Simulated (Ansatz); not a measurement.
The starting structures come from a database of crystals and need not be the phases stable at ambient conditions.

By PBEsol, the system below comes out a metal.

A figure of merit of an interconnect metal is its ballistic conductance per area.

Input:

```
CELL_PARAMETERS angstrom
      3.08334     0.00000     0.00000
      0.00000     4.36050     0.00000
      0.00000     2.18025     2.18025
ATOMIC_POSITIONS crystal
  Sb 0.00000 0.00000 0.00000
```

The cell is taken as given; by PBEsol it stands under a pressure of -1.4 GPa.

The current flows along the normal of the first two printed cell vectors, the (110) plane of the conventional cell. No spin-orbit coupling; the value is a mean over 0.1 eV about the Fermi level.

Question: Compute, with PBEsol in Ansatz (a program for electronic structure), the ballistic conductance per area.

Answer: 1.1 × 10¹⁵ S/m² for both spins.
